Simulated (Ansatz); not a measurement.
# AlB2-type HfB₂

The numbers are results of HSE06 (Ansatz, a quantum-chemistry and plane-wave program, PAW), not measurements.

Numerical settings: plane-wave cutoff 460 eV, 12×12×8 k mesh (along the axes of the cell as run), Fermi–Dirac smearing 0.05 eV, scalar-relativistic PAW data made under PBE.

Cell (relaxed at this level):

```yaml
crystal:
  lattice:
    - [1.56739, -2.71480, 0.00000]
    - [1.56739, 2.71480, 0.00000]
    - [0.00000, 0.00000, 3.47816]
  atoms:
    - { symbol: Hf, position: [0.00000, 0.00000, 0.00000] }
    - { symbol: B, position: [0.33333, 0.66667, 0.50000] }
    - { symbol: B, position: [0.66667, 0.33333, 0.50000] }
```

```yaml
lattice_constant_a: 3.135 Å
c axis length: 3.478 Å
```

Measured, for comparison: lattice constant a 3.14 Å, lattice parameter c 3.48 Å (temperature not stated, copied from a table, unchecked, not corrected to a static lattice; as tabulated in Journal of Nuclear Materials 21, 14 (1967)). Computed (rounded) less measured: lattice constant a not scored (unchecked), lattice parameter c not scored (unchecked).

Spin–orbit coupling is not included.

Computed values are for the static lattice.

Cost on a shared machine: roughly 50 core-minutes.
